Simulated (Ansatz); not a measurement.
BeTe: response to strain

Base system: BeTe in the zinc blende structure (space group F-43m, No. 216; a = 5.657 Å). Axes: x, y, z lie along the cube axes.

Strains are applied to the cell and any free atomic positions relax; under biaxial strain the out-of-plane vector relaxes too.

Computed with Kohn–Sham DFT with the r2SCAN functional, run in Ansatz (a first-principles code) with PAW and 500 eV plane waves, no spin-orbit coupling.

```json
[
 {"biaxial strain, plane normal [111], relaxed out of plane (%)": "-2.5", "band gap (eV)": "2.12"},
 {"biaxial strain, plane normal [111], relaxed out of plane (%)": "-2.08", "band gap (eV)": "2.17"},
 {"biaxial strain, plane normal [111], relaxed out of plane (%)": "-1.67", "band gap (eV)": "2.22"},
 {"biaxial strain, plane normal [111], relaxed out of plane (%)": "-1.25", "band gap (eV)": "2.27"},
 {"biaxial strain, plane normal [111], relaxed out of plane (%)": "-0.83", "band gap (eV)": "2.31"},
 {"biaxial strain, plane normal [111], relaxed out of plane (%)": "-0.42", "band gap (eV)": "?"},
 {"biaxial strain, plane normal [111], relaxed out of plane (%)": "0", "band gap (eV)": "2.37"}
]
```

Q: Fit E_g = E₀ + Dε (ε in %) to the rows shown and predict the withheld row.

A: Least squares on the printed values gives E₀ = 2.38 eV, D = 101 meV per % of strain (largest residual 0.01 eV); this predicts 2.34 eV, and the run gives 2.34 eV, in agreement.

Spin-orbit coupling, missing from the scalar runs, can matter with Te. No phonon test of stability was made.
